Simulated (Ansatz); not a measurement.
A relaxation of cell and atoms of LaCu3Ni2 (P6/mmm, 6 atoms in the cell) with Ansatz (a program for electronic structure).

Computed with LDA (PW92), PAW files made with PBE (plane waves; Ansatz).

```
LaCu3Ni2
1.0
    4.99216     0.00000     0.00000
   -2.49608     4.32334     0.00000
    0.00000     0.00000     4.03293
La Cu Ni
1 3 2
Cartesian
  0.00000   0.00000   0.00000
  2.49608   0.00000   2.01646
  1.24804   2.16167   2.01646
 -1.24804   2.16167   2.01646
  0.00000   2.88223   0.00000
  2.49608   1.44111   0.00000
```

Reference input (self-consistent single point, DFT, LDA (PW92), plane waves, PAW files made with PBE): kpoints.mp_grid.grid = 7 7 8; hamiltonian.xc = lda; hamiltonian.pseudopotentials = {kind: paw} (an earlier, softer set of the program's PAW files); scf.occupations.method = fermi_dirac; scf.occupations.width = 0.1 eV. This run's input differs from it in these lines:

```diff
@@ -25,2 +25,4 @@
     width: 0.1
+relax:
+  cell: {}
 output:
```

Output, abridged:

```
   [... SCF lines of the steps left out ...]
relax step   1: F+E_penalty+E_count = -37291.59126709 eV  Δ(F+E_penalty+E_count) = +0.000e0 eV  max|allowed force component| = 6.476e-17 eV/Å  Δτ_max = 0.0000 Å  P = -6.014 GPa  Ω = 87.042 Å³  (19 SCF iters, dr2 threshold 1.00e-7 eV, accepted)
relax step   2: F+E_penalty+E_count = -37291.66553904 eV  Δ(F+E_penalty+E_count) = -7.427e-2 eV  max|allowed force component| = 3.238e-17 eV/Å  Δτ_max = 0.0000 Å  P = -1.411 GPa  Ω = 83.928 Å³  energy of the carried Pulay correction = +1.149e-3 eV  [...]
   [... lines left out ...]
relax step   5: F+E_penalty+E_count = -37291.66968564 eV  Δ(F+E_penalty+E_count) = -1.861e-5 eV  max|allowed force component| = 9.869e-17 eV/Å  Δτ_max = 0.0000 Å  P = +0.000 GPa  Ω = 83.114 Å³  energy of the carried Pulay correction = +1.460e-3 eV  [...]
relax step   6: F+E_penalty+E_count = -37291.66832168 eV  Δ(F+E_penalty+E_count) = +1.364e-3 eV  max|allowed force component| = 6.322e-17 eV/Å  Δτ_max = 0.0000 Å  P = -0.006 GPa  Ω = 83.114 Å³  stress off target by 6.27e-3 GPa  SCF on the basis [...]
basis re-selected at this cell: Δ(F+E_penalty+E_count) = +1.364e-3 eV, ΔP = -0.006 GPa vs the last step
the relaxation is at rest under the 24 symmetry operations that the run kept from its start: a minimum is not shown …
Free energy (F): -37291.668322 eV
Internal energy: -37291.597463 eV  (E = F + TS)
E sigma→0 (E₀):  -37291.632892 eV
Entropy (-TS):   -0.070859 eV (-11.810 meV/atom)
Fermi energy:    16.437774 eV
--- Forces (eV/Å), atoms counted from 1 ---
  atom   1  La     0.00000000    -0.00000000     0.00000000
   [... zero for the other atoms too ...]
   [... lines left out ...]
  cell:  # Å, volume = 83.1135 Å³
   [... lines left out ...]
    - { symbol: Cu, position: [0.4999999999999999, 0.49999999999999983, 0.49999999999999983] }
    - { symbol: Cu, position: [-3.0674230179750676e-35, 0.4999999999999998, 0.49999999999999983] }
    - { symbol: Ni, position: [0.3333333333333332, 0.6666666666666664, 2.6727647100921956e-51] }
    - { symbol: Ni, position: [0.6666666666666665, 0.3333333333333332, 0.0] }
```

The run converged.  The full log also holds: “iter 5 did not close the SCF: its close was put off for the readings that it lacked (scf_convergence_deferred on its scf_iter line)”. The full log also holds: “iter 5 did not close the SCF: its close was put off for the readings that it lacked (scf_convergence_deferred on its scf_iter line)”.

Summary of the result:
| Item | Result |
|---|---|
| Free energy E − TS (on the zero of these files) | -37291.6683 eV |
| Fermi level (on the code's own zero) | 16.44 eV |
| Pressure | -0.01 GPa |
| Final cell | a = 4.9087 Å, b = 4.9087 Å, c = 3.9830 Å, α = 90.00°, β = 90.00°, γ = 120.00° |
| Final volume per atom | 13.85 Å³ |
| Relaxation steps | 6 |

The starting cell comes from a database of computed structures (which also holds hypothetical and non-ambient phases and stackings), without a prior relaxation at this level. Its lattice was rescaled by a random factor within 2.5 % of one. Spin polarisation is off. The relaxation keeps the symmetry of its start, so its end need not be a minimum. Ansatz's pressure includes its estimate of the finite-basis (Pulay) stress.

Cost on one core of a shared machine: roughly 70 s.

Keys are those of Ansatz 0.2.
